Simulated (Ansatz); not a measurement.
For CaO (Fm-3m, No. 225; start mp-1079707), PBE in Ansatz (plane waves, PAW) gives:

```
Property                    Value
-------------------  ------------
lattice parameter a       4.831 Å
bulk modulus              105 GPa
cohesive energy      5.46 eV/atom
```

Question: What does r²SCAN in Ansatz (PAW) give for the same quantities?

Answer: 
- lattice constant a: 4.795 Å (shrinks by 0.7 %)
- bulk modulus: 117 GPa (rises by 11 %)
- cohesive energy: 5.68 eV/atom (grows by 0.22 eV/atom)

Changes are worked out from the printed values.

Unless a cell is named, each level is at its own relaxed cell (PBE 14.09, r²SCAN 13.78 Å³/atom).

Caveats: the bulk modulus is −V dP/dV from two relaxed cells at ±2 % in volume (PBE, r²SCAN); the relaxation could not lower the start's symmetry, so the cell can be a saddle point above a distorted one (PBE, r²SCAN). Ansatz's density-functional and Hartree–Fock values are scalar-relativistic unless marked +SOC, with PAW data made under PBE.

A start named mp-… is a Materials Project structure, which can be a computed phase never made.

Ansatz is a quantum-chemistry and plane-wave program.
